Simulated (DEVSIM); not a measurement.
Device: Pt/SiO2/p-Si capacitor, at 250 K.

```csv
layer (left to right),material,thickness (nm),Na (cm⁻³)
1,SiO2,4.20,-
2,Si,820,4.9e17
```

Metal gate on the left, work function 5.6 eV. Fixed charge at the semiconductor interface -2e11 cm⁻² (in units of +e); no interface traps.

This is a model device: material constants are rounded textbook-type values typed into the input, and sizes, dopings and lifetimes were drawn at random. Values at 300 K; Nc and Nv go as T^1.5, mobilities as T to minus their exponent, the gap by Varshni's rule with the affinity fixed.

```
parameter         SiO2        Si
----------------  ----  --------
gap (eV)             9     1.124
affinity (eV)      0.9      4.05
permittivity       3.9      11.7
Nc (cm⁻³)            -   2.86e19
Nv (cm⁻³)            -    3.1e19
Varshni α (eV/K)     -  0.000473
Varshni β (K)        -       636
```

Simulated with DEVSIM: 1D Poisson equation in equilibrium, Boltzmann statistics, complete ionisation; no quantum confinement or tunnelling. Metal contacts follow the ideal Schottky-Mott rule: no Fermi-level pinning, no interface dipoles.

The SiO2 thickness was swept, all else fixed.

| SiO2 thickness (μm) | flat-band voltage (V) | minimum of the low-frequency capacitance (μF/cm²) | threshold voltage (band bending 2φF) (V) | capacitance of the dielectric stack (μF/cm²) |
|---|---|---|---|---|
| 0.0017 | 0.51 | 0.201 | 1.68 | 2.03 |
| 0.0023 | 0.52 | … | … | 1.50 |
| 0.0029 | 0.52 | 0.187 | 1.82 | 1.19 |
| 0.0036 | 0.53 | 0.180 | 1.91 | 0.959 |
| 0.0042 | 0.54 | 0.176 | 1.99 | 0.822 |
| 0.005 | 0.54 | 0.169 | 2.09 | 0.691 |

**Question.** What belongs in the gaps?

**Answer.** 
- 0.0023, minimum of the low-frequency capacitance (μF/cm²): 0.195
- 0.0023, threshold voltage (band bending 2φF) (V): 1.75
